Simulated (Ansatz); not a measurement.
Formation energy of the bound charge states of N interstitial started as a split pair with C in diamond (start: split with C along <100>; 64-site cell, 2×2×2 shifted sampling) against the Fermi level, host crystal and elements as references (Δμ(N) = 0.00 eV; N taken from its element, since no compound that bounds it was computed at this level; only phases computed here count, gases as isolated molecules at 0 K). Calculation: PBE, PAW (plane waves to 420 eV; Ansatz, a program for electronic structure).

Cell and caveats: 64-site cell; 2×2×2 shifted k-points; host gap 4.13 eV; charged states image-corrected; not converged in cell size; flagged in the runs: a doubtful potential alignment.

Left out: charge +2 (carrier in host band states).

| E_F − E_VBM (eV) | q = +1 | q = 0 | q = −1 |
|---|---|---|---|
| 0.00 | 9.70 | 10.14 | 13.39 |
| 0.52 | 10.21 | 10.14 | 12.87 |
| 1.03 | 10.73 | 10.14 | 12.36 |
| 1.55 | 11.24 | 10.14 | 11.84 |
| 2.06 | 11.76 | 10.14 | 11.33 |
| 2.58 | 12.28 | 10.14 | 10.81 |
| 3.10 | 12.79 | 10.14 | 10.30 |
| 3.61 | 13.31 | 10.14 | 9.78 |
| 4.13 | 13.82 | 10.14 | 9.26 |

Crossings of the lowest lines: (+1/0) at 0.44 eV; (0/−1) at 3.26 eV.
